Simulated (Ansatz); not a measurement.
Consider MoS₂ (space group P6_3/mmc, No. 194; a = 3.109 Å, c = 11.709 Å; layered, stacked along the Cartesian z axis). Axes: x lies along a and z along c of the hexagonal cell.

All numbers come from PBEsol-D3(BJ)/PAW in Ansatz (a first-principles code), spin-orbit coupling left out.

Strains are applied to the cell and any free atomic positions relax.

One change was made to it. Results:

```csv
quantity,base,after
energy relative to the base (free energy F),0 meV/atom,+3.8 meV/atom
band gap,0.52 eV,0.72 eV
"pressure (mean of the normal stresses, compression positive)",0.00 GPa,-0.97 GPa
shortest interatomic distance,2.380 Å,2.383 Å
"valence-band top at Γ (three highest levels, from the VBM)","0.00, -0.96, -1.60 eV","0.00, -1.12, -1.44 eV"
```

Problem. What was done to the base?
A) uniaxial strain ε_zz = +1.20 %
B) uniaxial strain ε_zz = +0.60 %
C) uniaxial strain ε_zz = +3.00 %
D) uniaxial strain ε_zz = +2.40 %

Solution. C, uniaxial strain ε_zz = +3.00 %. For comparison, the energy relative to the base in the other runs: uniaxial strain ε_zz = +0.60 % gives +0.2 meV/atom; uniaxial strain ε_zz = +1.20 % gives +0.7 meV/atom; uniaxial strain ε_zz = +2.40 % gives +2.5 meV/atom.

Gaps are read on the SCF mesh and a high-symmetry path. Stability against distortions was not tested.
